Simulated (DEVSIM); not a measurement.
**illuminated Si p-on-n cell, one wavelength**

Structure: illuminated Si p-on-n cell, one wavelength, at 300 K.

```
layer (left to right)  material  thickness (μm)  Nd (cm⁻³)  Na (cm⁻³)   τn (s)  τp (s)  absorption coefficient (cm⁻¹)
---------------------  --------  --------------  ---------  ---------  -------  ------  -----------------------------
1                            Si          0.0700          -     1.2e18  0.00022  0.0003                          18000
2                            Si            35.0       1e17          -    0.001   0.001                          18000
```

Left contact: ohmic, minority electron recombination velocity 200 cm/s. Right contact: ohmic, minority hole recombination velocity 3e6 cm/s. Voltage is applied to the left contact. Recombination: SRH at mid-gap, radiative, Auger. Gap narrowing is on: ΔEg = 6.92 meV × (l + √(l² + 0.5)), l = ln(N/1.3e17 cm⁻³), shared equally by both band edges. Light enters at the left, 5.5e16 photons cm⁻² s⁻¹, one pass, no reflection. Mobility is μmin + (μ − μmin)/(1 + (N/Nref)^α).

This is a model device: material constants are rounded textbook-type values typed into the input, and sizes, dopings and lifetimes were drawn at random. Values at 300 K.

| parameter | Si |
|---|---|
| gap (eV) | 1.124 |
| affinity (eV) | 4.05 |
| permittivity | 11.7 |
| Nc (cm⁻³) | 2.86e19 |
| Nv (cm⁻³) | 3.1e19 |
| μn (cm²/Vs) | 1417 |
| μp (cm²/Vs) | 470 |
| μn,min | 52 |
| μp,min | 45 |
| Nref,n | 9.7e16 |
| Nref,p | 2.2e17 |
| αn | 0.68 |
| αp | 0.72 |
| B (cm³/s) | 4.7e-15 |
| Cn (cm⁶/s) | 2.8e-31 |
| Cp (cm⁶/s) | 9.9e-32 |

DEVSIM, 1D drift-diffusion, Boltzmann statistics, complete ionisation; no tunnelling, impact ionisation, image-force lowering or self-heating.

The potential step across the device at zero bias comes out as 0.876 V and the largest field in the device at zero bias comes out as 150000 V/cm. The dark forward voltage at 1 A/cm² is 0.732 V. The dark forward voltage at 100 A/cm² is 0.869 V. The short-circuit current is 8.70 mA/cm², the open-circuit voltage comes out as 0.609 V and the fill factor comes out as 0.83. The largest power comes out as 4.39 mW/cm². The share of generated pairs collected at short circuit is 0.987.

Current under light (generator sign):

| V (V) | J (mA/cm²) |
|---|---|
| 0.00 | 8.70 |
| 0.08 | 8.70 |
| 0.18 | 8.70 |
| 0.26 | 8.70 |
| 0.36 | 8.70 |
| 0.46 | 8.67 |
| 0.48 | 8.64 |
| 0.50 | 8.57 |
| 0.52 | 8.42 |
| 0.54 | 8.10 |
| 0.56 | 7.39 |
| 0.58 | 5.88 |
| 0.60 | 2.59 |
| 0.62 | -4.54 |

Dark forward current:

(V (V), J (A/cm²)): (0.15, 1.8e-10); (0.20, 1.2e-9); (0.25, 8.2e-9); (0.30, 5.6e-8); (0.35, 3.9e-7); (0.40, 2.7e-6); (0.45, 1.8e-5); (0.50, 0.00013); (0.55, 0.00088); (0.60, 0.0061); (0.65, 0.042); (0.70, 0.29); (0.75, 2.0); (0.80, 12); (0.85, 60); (0.90, 230); (0.95, 720); (1.00, 1900); (1.05, 3800)
